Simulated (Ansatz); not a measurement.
Abridged Ansatz (an electronic-structure program) output:

```
Pseudopotential: Cr, paw, valence charge 14
Crystal: 1 atoms, lattice volume = 11.550 Å³
Basis set: ecut = 420 eV, 225 PW (Γ), exchange–correlation on 36×36×36 points (8 copies of the dense FFT grid, shifted against one another)
Bands: 11, of which v1, the nominal top of the filled ones, is band 7 counted from 1 (6 counted from 0)
Symmetry: 48 space group operations
k-points: 364 of 12167
Functional: x = pbe(κ = 0.804, μ = 0.2195149727645171), c = pbe(β = 0.06672455060314922)
SCF iter   1: F=—  HF=-3379.432669 eV  |F-HF|=—  |Δ(HF+E_count)|=         —  Δρ=2.51e-1  dr2=5.88e0  ethr=3.10e-3  ⟨swp⟩=4.0  Hψ=19201  notcnv=0
SCF iter   2: F=—  HF=-3378.157420 eV  |F-HF|=—  |Δ(HF+E_count)|=    1.28e0  Δρ=1.29e-1  dr2=1.14e0  ethr=3.10e-3  ⟨swp⟩=3.0  Hψ=12206  notcnv=0  defer=9
SCF 1 converged in 8 iterations: F = -3377.742000 eV  dr2 = 2.65e-11
SCF converged after 8 iterations
Free energy (F): -3377.742000 eV
Internal energy: -3377.736904 eV  (E = F + TS)
E sigma→0 (E₀):  -3377.739452 eV
Entropy (-TS):   -0.005096 eV (-5.096 meV/atom)
Fermi energy:    19.447592 eV
--- Forces (eV/Å), atoms counted from 1 ---
  atom   1  Cr    -0.00000000     0.00000000    -0.00000000
--- Stress (GPa, compression-positive) ---
       -0.013084       0.000000      -0.000000
        0.000000      -0.013084      -0.000000
       -0.000000       0.000000      -0.013084
  P = ⅓ Tr σ = -0.0131 GPa (-0.131 kbar)
```

### Question
What was computed, and what are the main results?

### Answer
Cr, 1 atom in the cell, with DFT with PBE, PAW potentials and a 420 eV plane-wave cutoff in Ansatz, no spin-orbit coupling, earlier PAW set. The last SCF converged to F = -3377.742000 eV, or -3377.7420 eV per atom, at a pressure of -0.01 GPa. The total energy compares only with runs of the same code, potentials and settings.

Whether these cells are dynamically stable was not tested. The final runs are not spin-polarised. The cell was made from Cr in the bcc (W type) structure (space group Im-3m, No. 229; non-magnetic) by this change: non-magnetic. Real Cr is antiferromagnetic at low temperature and ambient pressure, an order that this cell doesn't hold.
